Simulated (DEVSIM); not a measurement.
Structure: isotype n-n heterojunction Al0.4Ga0.6As/GaAs, at 500 K.

Layer 1 from the left is Al0.4Ga0.6As, thickness (μm) 0.390, Nd (cm⁻³) 3e17, τn (s) 5.1e-9, τp (s) 5.1e-9. Layer 2 from the left is GaAs, thickness (μm) 0.200, Nd (cm⁻³) 1.5e15, τn (s) 5.1e-9, τp (s) 5.1e-9.

Left contact: ohmic. Right contact: ohmic. Voltage is applied to the left contact. Recombination: SRH at mid-gap, Auger. Mobility is μmin + (μ − μmin)/(1 + (N/Nref)^α).

The device is made up for the run: typed textbook-type constants, with dimensions and the other settings drawn at random. Values at 300 K; Nc and Nv go as T^1.5, mobilities as T to minus their exponent, the gap by Varshni's rule with the affinity fixed.

Al0.4Ga0.6As: gap (eV) 1.9228, affinity (eV) 3.754, permittivity 11.76, Nc (cm⁻³) 7.93e17, Nv (cm⁻³) 9e18, μn (cm²/Vs) 3220, μp (cm²/Vs) 158, μn,min 500, μp,min 20, Nref,n 6e16, Nref,p 1.5e17, αn 0.39, αp 0.38, T exponent of μn 2.1, T exponent of μp 2.2, Cn (cm⁶/s) 1e-30, Cp (cm⁶/s) 1e-30, Varshni α (eV/K) 0.000541, Varshni β (K) 204. GaAs: gap (eV) 1.424, affinity (eV) 4.07, permittivity 12.9, Nc (cm⁻³) 4.7e17, Nv (cm⁻³) 9e18, μn (cm²/Vs) 8500, μp (cm²/Vs) 400, μn,min 500, μp,min 20, Nref,n 6e16, Nref,p 1.5e17, αn 0.39, αp 0.38, T exponent of μn 2.1, T exponent of μp 2.2, Cn (cm⁶/s) 1e-30, Cp (cm⁶/s) 1e-30, Varshni α (eV/K) 0.000541, Varshni β (K) 204.

Simulated with DEVSIM: 1D drift-diffusion, Boltzmann statistics, complete ionisation; no tunnelling, impact ionisation, image-force lowering or self-heating. Band offsets follow the typed affinities; no thermionic-emission limit at abrupt steps, no polarisation charge.

Problem. What does the simulation give for the potential step across the device at zero bias?

Solution. potential step across the device at zero bias 0.522 V.
